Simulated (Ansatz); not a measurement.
System: ZnO (model structure, started from the CsCl type, Pm-3m, No. 221, 2 atoms in the cell). Method: r²SCAN+rVV10 (plane waves, PAW; Ansatz, an electronic-structure program).

Input:

Ansatz 0.2 input:
```yaml
crystal:
  lattice:
    - [2.6542982376, 0.0, 0.0]
    - [0.0, 2.6542982376, 0.0]
    - [0.0, 0.0, 2.6542982376]
  atoms:
    - { symbol: Zn, position: [0.0, 0.0, 0.0] }
    - { symbol: O, position: [0.5, 0.5, 0.5] }
basis:
  ecutwfc: 560
  ecutrho_ratio: 4
  xc_grid: 3
kpoints:
  mp_grid: { grid: [14, 14, 14] }
hamiltonian:
  xc: r2scan
  dispersion: rvv10
  pseudopotentials: { kind: paw }
scf:
  occupations: { method: fermi_dirac, width: 0.01 }
output:
  forces: true
  stress: true
  eigenvalues: true
relax:
  f_tol: 0.004
  escape_saddle: false
  max_steps: 80
```

The run printed, among other lines:

```
WARN output.stress: scf.convergence.dr2_threshold = 1e-7 eV (the SCF's general default) is looser than the 2e-10 eV advised for a printed stress (1e-10 eV for …
Relaxation: its limit of steps is 80 (relax.max_steps)
Crystal: 2 atoms, lattice volume = 18.700 Å³
Basis set: ecut = 560 eV, 587 PW (Γ), exchange–correlation on 72×72×72 points (27 copies of the dense FFT grid, shifted against one another)
Bands: 13, of which v1, the nominal top of the filled ones, is band 9 counted from 1 (8 counted from 0)
Symmetry: 48 space group operations
Space group: Pm-3m (ITA 221), of the structure as read, at distance tolerance 2.7e-5 Å
k-points: 120 of 2744
Functional: x = r2scan, c = r2scan + rvv10(b = 11.95, C = 0.0093); τ floored in thin density (d = 2e-4 eV/Å³)
SCF iter   1: F=—  HF=-3892.098944 eV  |F-HF|=—  |Δ(HF+E_count)|=         —  Δρ=2.27e-2  dr2=5.16e-2  dr2_τ=4.31e-2
SCF iter   2: F=—  HF=-3892.119821 eV  |F-HF|=—  |Δ(HF+E_count)|=   2.09e-2  Δρ=5.73e-3  dr2=2.28e-3  dr2_τ=7.80e-4
  ...
SCF 1 converged in 7 iterations: F = -3892.119082 eV  dr2 = 1.43e-9
Crystal: 2 atoms, lattice volume = 18.700 Å³
Initial density: handed on by an earlier stage of this run
SCF iter   1: F=—  HF=-3892.119082 eV  |F-HF|=—  |Δ(HF+E_count)|=         —  Δρ=5.67e-6  dr2=1.43e-9  dr2_τ=3.31e-10
SCF iter   2: F=-3892.119082 eV  HF=-3892.119082 eV  |F-HF|=9.09e-13  |Δ(HF+E_count)|=  3.47e-10  Δρ=2.52e-6  dr2=4.37e-10  dr2_τ=9.20e-11
SCF 2 converged in 2 iterations: F = -3892.119082 eV  dr2 = 4.37e-10
SCF converged after 2 iterations
Free energy (F): -3892.119082 eV
Internal energy: -3892.119053 eV  (E = F + TS)
E sigma→0 (E₀):  -3892.119068 eV
Fermi energy:    10.852055 eV
--- Stress (GPa, compression-positive) ---
       -3.699259      -0.000000       0.000000
       -0.000000      -3.699259       0.000000
        0.000000       0.000000      -3.699259
  P = ⅓ Tr σ = -3.6993 GPa (-36.993 kbar)
```

The cell is one volume of an energy–volume scan, off the minimum.

The PAW data were made under PBE.

Note: the relaxation could raise the start's symmetry but not lower it, so the cell can be a saddle point.

A model structure was made by putting elements into a prototype or built by hand; it is no filed structure, need not be a known phase, and can be a saddle point held by its symmetry.
